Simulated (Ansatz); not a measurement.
Point defect Cu_Al in wurtzite AlN

Calculation: PBE, PAW (plane waves to 420 eV; Ansatz, a first-principles code). Cell: 96 sites, 3×2×2; final energies on a 2×2×2 shifted mesh. Site at the start: the Al site. Charged cells carry a point-charge image correction with potential alignment at far atoms. Dielectric constants: PBE linear response of the host. Host gap at this level: 4.03 eV. A cell of this size leaves errors of a few tenths of an eV. PBE underestimates the host's gap, which shifts levels and can delocalise carriers. Spin–orbit coupling is left out, and no Hubbard U is applied to the open shells. Each state is the lowest found from its start.

Formation energies E_f are given with the Fermi level at the valence-band maximum. Chemical conditions: Al-rich (Δμ(Al) = 0.00 eV, Δμ(Cu) = -0.48 eV, bounded by CuAl2 (I4/mcm); only phases computed here count, gases as isolated molecules at 0 K). Reference phases: Al: fcc Al, Cu: fcc Cu.

```csv
charge,moment (μB),largest move off a lattice site (Å),image correction with alignment (eV),"E_f, Al-rich (eV)",above the lowest spin state (eV)
+1,3.0,0.06,0.27,6.30,0.00
+1,3.0,0.06,0.27,6.30,0.00
0,2.0,0.12,0.00,6.58,0.00
0†,not spin-polarised,0.10,0.00,6.87,0.29
−1†,1.0,0.15,0.16,–,0.00
−2,not spin-polarised,0.24,0.74,10.21,0.00
```

† Not settled in this cell, so no level is given: charge −1: a level filled in part.

Starting moments that weren't kept: charge +1 began with 1 μB and ended with 3.0.

Transition levels above the valence-band maximum: ε(+1/0) = 0.28 eV. With a charge missing or unsettled, these needn't be thermodynamic levels.

Flagged in the runs: a host whose relaxation on this sampling wasn't shown to rest.
